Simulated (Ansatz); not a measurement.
Input:

```
CELL_PARAMETERS angstrom
      0.00000     2.26596     2.28167
      2.26596     0.00000     2.28167
      2.26596     2.26596     0.00000
ATOMIC_POSITIONS crystal
  B  0.00000 0.00000 0.00000
  P  0.25000 0.25000 0.25000
```

Method: r2SCAN with spin-orbit coupling, rigid bands (plane waves, PAW; Ansatz, a first-principles code). Condition of this run: uniaxial stress zz = -2 GPa (compression positive) (the target of the relaxation). Geometry: cell and atoms relaxed with r2SCAN, then loaded as said.

**Question.** What conductivity effective mass do dilute holes have at 300 K?

**Answer.** 0.41 (x), 0.41 (y), 0.36 (z) mₑ.

**Question.** What conductivity effective mass do dilute electrons have at 300 K?

**Answer.** 0.39 (x), 0.39 (y), 0.24 (z) mₑ.

**Question.** And the band gap?

**Answer.** 1.35 eV at this level; semilocal functionals usually fall short of the measured gap.

Rigid bands, one relaxation time for all states, no polarons.
